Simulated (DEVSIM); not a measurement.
Structure: illuminated Ge n-on-p cell, one wavelength, at 250 K.

| layer (left to right) | material | thickness (μm) | Nd (cm⁻³) | Na (cm⁻³) | τn (s) | τp (s) | absorption coefficient (cm⁻¹) |
|---|---|---|---|---|---|---|---|
| 1 | Ge | 0.0500 | 6e17 | - | 0.00013 | 8.5e-6 | 62000 |
| 2 | Ge | 51.0 | - | 1.3e15 | 0.0005 | 0.0005 | 62000 |

Left contact: ohmic, minority hole recombination velocity 50 cm/s. Right contact: ohmic, minority electron recombination velocity 30000 cm/s. Voltage is applied to the left contact. Recombination: SRH at mid-gap, radiative, Auger. Light enters at the left, 5.2e17 photons cm⁻² s⁻¹, one pass, no reflection. Mobility is μmin + (μ − μmin)/(1 + (N/Nref)^α).

This is a model device: material constants are rounded textbook-type values typed into the input, and sizes, dopings and lifetimes were drawn at random. Values at 300 K; Nc and Nv go as T^1.5, mobilities as T to minus their exponent, the gap by Varshni's rule with the affinity fixed.

```tsv
parameter	Ge
gap (eV)	0.664
affinity (eV)	4
permittivity	16
Nc (cm⁻³)	1.04e19
Nv (cm⁻³)	6e18
μn (cm²/Vs)	3900
μp (cm²/Vs)	1900
μn,min	150
μp,min	100
Nref,n	2.6e17
Nref,p	4e17
αn	0.56
αp	0.6
T exponent of μn	1.66
T exponent of μp	2.33
B (cm³/s)	6.4e-14
Cn (cm⁶/s)	1e-31
Cp (cm⁶/s)	1e-31
Varshni α (eV/K)	0.000477
Varshni β (K)	235
```

DEVSIM, 1D drift-diffusion, Boltzmann statistics, complete ionisation; no tunnelling, impact ionisation, image-force lowering or self-heating.

The thickness of layer 2 was swept, all else fixed.

```csv
thickness of layer 2 (μm),largest power (mW/cm²),fill factor,open-circuit voltage (V),dark forward voltage at 1 A/cm² (V)
10,13.6,0.71,0.231,0.286
18,13.8,0.71,0.235,___
31,14.1,0.71,0.239,0.295
51,14.7,0.72,0.245,0.302
87,15.1,0.72,0.253,0.311
150,15.7,0.72,0.261,0.322
260,16.5,0.73,0.271,0.335
```

**Question.** Complete the blanks.

**Answer.** 
- 18, dark forward voltage at 1 A/cm² (V): 0.290
